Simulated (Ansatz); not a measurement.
The parent structure is BN in the rock salt structure (space group Fm-3m, No. 225; a = 3.4827 Å; a hypothetical phase, not in the database extracts checked).

Calculations: PBEsol, PAW, 420 eV (Ansatz, a first-principles code; spin-orbit coupling left out).

Base values:

| Item | Result |
|---|---|
| Pressure | 0.0 kbar |

Perturbation: the cell is scaled by 1.0247 in all directions; the atoms relax in the strained cell.

Problem. What happens to the energy relative to the base and pressure?

Solution. The energy goes up by 34 meV/atom; the pressure goes from zero to -253.4 kbar.

Stability against distortions was not tested.
